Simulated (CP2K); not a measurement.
Input and output of a self-consistent single point for IrOs (P-6m2, 2 atoms in the cell) (CP2K).

Level of theory: LDA (Pade form), GPW, DZVP-MOLOPT-SR-GTH basis, GTH-PADE potentials (GTH_POTENTIALS) (CP2K).

```xyz
2
Lattice="2.8081 0.0000 0.0000 -1.4040 2.4319 0.0000 0.0000 0.0000 4.4634" Properties=species:S:1:pos:R:3 pbc="T T T"
Os     0.0000     1.6213     0.0000
Ir     1.4040     0.8106     2.2317
```

Reference input (self-consistent single point, DFT PBEsol, GPW, DZVP-MOLOPT-SR-GTH basis, GTH-PBE potentials (GTH_POTENTIALS)): CUTOFF = 500 Ry; REL_CUTOFF = 60 Ry; SMEAR/METHOD = FERMI_DIRAC; ELECTRONIC_TEMPERATURE = 1160.45 K; KPOINTS/SCHEME = MONKHORST-PACK 13 13 8; GAMMA_CENTERED = T; XC_FUNCTIONAL = PBE:PBESOL; Os/BASIS_SET = DZVP-MOLOPT-SR-GTH-q16; Os/POTENTIAL = GTH-PBE-q16; Ir/BASIS_SET = DZVP-MOLOPT-SR-GTH-q17; Ir/POTENTIAL = GTH-PBE-q17; METHOD = GPW. This run's input differs from it in these lines:

```diff
@@ -44,6 +44,3 @@
     &XC
-      &XC_FUNCTIONAL
-        &PBE
-          PARAMETRIZATION PBESOL
-        &END PBE
+      &XC_FUNCTIONAL PADE
       &END XC_FUNCTIONAL
@@ -78,3 +75,3 @@
       BASIS_SET DZVP-MOLOPT-SR-GTH-q16
-      POTENTIAL GTH-PBE-q16
+      POTENTIAL GTH-PADE-q16
     &END KIND
@@ -82,3 +79,3 @@
       BASIS_SET DZVP-MOLOPT-SR-GTH-q17
-      POTENTIAL GTH-PBE-q17
+      POTENTIAL GTH-PADE-q17
     &END KIND
```

Log, with long lists cut:

```
 SCF WAVEFUNCTION OPTIMIZATION

  Step     Update method      Time    Convergence         Total energy    Change
     1 NoMix/Diag. 0.20E+00      -     0.80931902      -197.8455260186 -1.98E+02
     2 Broy./Diag. 0.20E+00      -     0.02557820      -197.3212601325  5.24E-01
     3 Broy./Diag. 0.20E+00      -     0.03590853      -197.3964847888 -7.52E-02
     4 Broy./Diag. 0.20E+00      -     0.03195961      -197.4196284129 -2.31E-02
     5 Broy./Diag. 0.20E+00      -     0.00240386      -197.2636254635  1.56E-01
     6 Broy./Diag. 0.20E+00      -     0.00121200      -197.2707880705 -7.16E-03
   [... 3 lines left out ...]
    10 Broy./Diag. 0.20E+00      -     0.00003987      -197.2730440003 -3.04E-04
    11 Broy./Diag. 0.20E+00      -     0.00000162      -197.2732694140 -2.25E-04
    12 Broy./Diag. 0.20E+00      -     0.00000539      -197.2732715035 -2.09E-06
    13 Broy./Diag. 0.20E+00      -     0.00000019      -197.2732566804  1.48E-05
  *** SCF run converged in    13 steps ***

  Overlap energy of the core charge distribution:               0.00000000036680
  Self energy of the core charge distribution:               -298.73115128874792
  Core Hamiltonian energy:                                     66.82975312385577
  Hartree energy:                                              54.56099865361521
  Exchange-correlation energy:                                -19.93065163507594
  Electronic entropic energy:                                  -0.00220553476947
  Fermi energy:                                                 0.62033255960461

  Total energy:                                              -197.27325668044992
  Total energy (extrapolated to T->0):                       -197.27215391306518

   [... lines left out ...]

 STRESS| Analytical stress tensor [bar]
 STRESS|                        x                   y                   z
 STRESS|      x       -5.11166255323E+05   3.03274479498E-01   1.55597458904E-07
 STRESS|      y        3.03274479498E-01  -5.11166925868E+05  -3.74957470024E-07
 STRESS|      z        1.55597458904E-07  -3.74957470024E-07  -4.95040355815E+05
 STRESS| 1/3 Trace                                            -5.05791179002E+05
```

The run converged in 13 iterations. Against the reference run the pressure goes from -30.49 to -50.58 GPa.

The starting cell comes from a database of computed structures (which also holds hypothetical and non-ambient phases and stackings), without a prior relaxation at this level. Its lattice was rescaled by a random factor within 2.5 % of one. Spin polarisation is off. Values carry the incompleteness of an atom-centred basis. With a pressure of about -51 GPa the cell is away from its equilibrium volume at this level.

Cost on one core of a shared machine: roughly 3 min.
